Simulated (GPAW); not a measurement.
Band structure of Tl3Ga (Fm-3m, 4 atoms in the cell).

```xyz
4
Lattice="0.0000 3.8774 3.8774 3.8774 0.0000 3.8774 3.8774 3.8774 0.0000" Properties=species:S:1:pos:R:3 pbc="T T T"
Tl     1.9387     1.9387     1.9387
Tl     5.8161     5.8161     5.8161
Tl     3.8774     3.8774     3.8774
Ga     0.0000     0.0000     0.0000
```

Method: PBEsol, GPAW PAW datasets PBEsol (made by gpaw-setup) (plane waves; GPAW).

Settings: mode = pw; ecut = 600 eV; xc = PBEsol; kpts = 5 5 5; mesh shift (steps) = 0 0 0; occupations.name = fermi-dirac; occupations.width = 0.136 eV; nbands = -12; symmetry.symmorphic = false; symmetry.tolerance = 0.0005; maxiter = 120; bandpath_npoints = 40.

The starting cell comes from a database of computed structures (which also holds hypothetical and non-ambient phases and stackings), without a prior relaxation at this level. Spin-orbit coupling is off.

Levels in eV from the Fermi level, bands 18 to 25:
```
point     18     19     20     21     22     23    24    25
-----  -----  -----  -----  -----  -----  -----  ----  ----
Γ      -3.69  -1.34   0.80   0.80   0.80   0.85  0.85  0.85
X      -4.80  -4.41  -2.35  -2.35   3.63   3.75  4.52  4.52
W      -6.03  -5.48   0.16   0.19   0.20   0.20  4.81  4.81
K      -5.99  -4.34  -1.95  -0.13   1.74   1.79  3.47  3.78
L      -3.62  -3.53  -0.09  -0.09  -0.02  -0.02  2.62  2.76
U      -5.99  -4.34  -1.95  -0.13   1.74   1.79  3.47  3.78
```

Bands cross the Fermi level along this path, so the cell is metallic at this level.
